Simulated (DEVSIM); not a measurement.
## Schottky contact on p-type InP

System: Schottky contact on p-type InP, at 300 K.

```tsv
layer (left to right)	material	thickness (μm)	Na (cm⁻³)	τn (s)	τp (s)
1	InP	6.20	4.2e16	1.6e-7	5.4e-8
```

Left contact: Schottky, work function 5.104 eV, emission velocity 3.1e6 cm/s. Right contact: ohmic. Voltage is applied to the left contact. Recombination: SRH at mid-gap, radiative. Mobility is μmin + (μ − μmin)/(1 + (N/Nref)^α).

Constants are typed, rounded textbook-type inputs, not results; the design itself was drawn at random and stands for no fabricated device. Values at 300 K.

```tsv
parameter	InP
gap (eV)	1.344
affinity (eV)	4.38
permittivity	12.5
Nc (cm⁻³)	5.7e17
Nv (cm⁻³)	1.1e19
μn (cm²/Vs)	5200
μp (cm²/Vs)	170
μn,min	400
μp,min	10
Nref,n	3e17
Nref,p	4.9e17
αn	0.47
αp	0.62
B (cm³/s)	1.2e-10
```

DEVSIM, 1D drift-diffusion, Boltzmann statistics, complete ionisation; no tunnelling, impact ionisation, image-force lowering or self-heating. Metal contacts follow the ideal Schottky-Mott rule: no Fermi-level pinning, no interface dipoles.

The potential step across the device at zero bias comes out as 0.476 V. The largest field in the device at zero bias is 74000 V/cm and the dark forward voltage at 1 A/cm² comes out as 0.230 V. The dark forward voltage at 100 A/cm² is 0.420 V.

Dark reverse current:

```json
[
 {"V (V)": "0.10", "J (A/cm²)": "0.00016"},
 {"V (V)": "0.25", "J (A/cm²)": "0.00017"},
 {"V (V)": "0.50", "J (A/cm²)": "0.00017"},
 {"V (V)": "0.75", "J (A/cm²)": "0.00018"},
 {"V (V)": "1.00", "J (A/cm²)": "0.00018"},
 {"V (V)": "1.50", "J (A/cm²)": "0.00018"},
 {"V (V)": "2.00", "J (A/cm²)": "0.00019"},
 {"V (V)": "2.50", "J (A/cm²)": "0.00019"},
 {"V (V)": "3.25", "J (A/cm²)": "0.00019"},
 {"V (V)": "4.00", "J (A/cm²)": "0.00019"},
 {"V (V)": "5.00", "J (A/cm²)": "0.00019"}
]
```

Dark forward current:

(V (V), J (A/cm²)): (-0.05, -0.00094); (-0.15, -0.050); (-0.25, -2.1); (-0.30, -11); (-0.40, -82); (-0.50, -200); (-0.60, -330); (-0.70, -470); (-0.75, -540); (-0.85, -680); (-0.95, -830); (-1.05, -970); (-1.10, -1000); (-1.20, -1200); (-1.30, -1300); (-1.40, -1500); (-1.50, -1600); (-1.55, -1700); (-1.65, -1900); (-1.75, -2000)
